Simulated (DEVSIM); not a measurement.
Structure: Pt/Al2O3/p-InP capacitor, at 300 K.

```csv
layer (left to right),material,thickness (nm),Na (cm⁻³)
1,Al2O3,21.0,-
2,InP,7900,6.2e15
```

Metal gate on the left, work function 5.6 eV. Fixed charge at the semiconductor interface 0 cm⁻² (in units of +e); no interface traps.

Constants are typed, rounded textbook-type inputs, not results; the design itself was drawn at random and stands for no fabricated device. Values at 300 K.

```
parameter      Al2O3     InP
-------------  -----  ------
gap (eV)         6.8   1.344
affinity (eV)   1.35    4.38
permittivity       9    12.5
Nc (cm⁻³)          -  5.7e17
Nv (cm⁻³)          -  1.1e19
```

Model (solved in DEVSIM): 1D Poisson equation in equilibrium, Boltzmann statistics, complete ionisation; no quantum confinement or tunnelling. Metal contacts follow the ideal Schottky-Mott rule: no Fermi-level pinning, no interface dipoles.

Problem. Give the band bending (positive: bands bend down) and minority sheet density.

Solution. 
| Vg (V) | ψs (V) | minority carriers (cm⁻²) |
|---|---|---|
| -0.9 | -0.190 | < 1e8 |
| -0.6 | -0.167 | < 1e8 |
| -0.3 | -0.130 | < 1e8 |
| 0 | -0.040 | < 1e8 |
| 0.3 | 0.182 | < 1e8 |
| 0.6 | 0.450 | < 1e8 |
| 0.9 | 0.727 | < 1e8 |
| 1.2 | 1.008 | 1.4e9 |
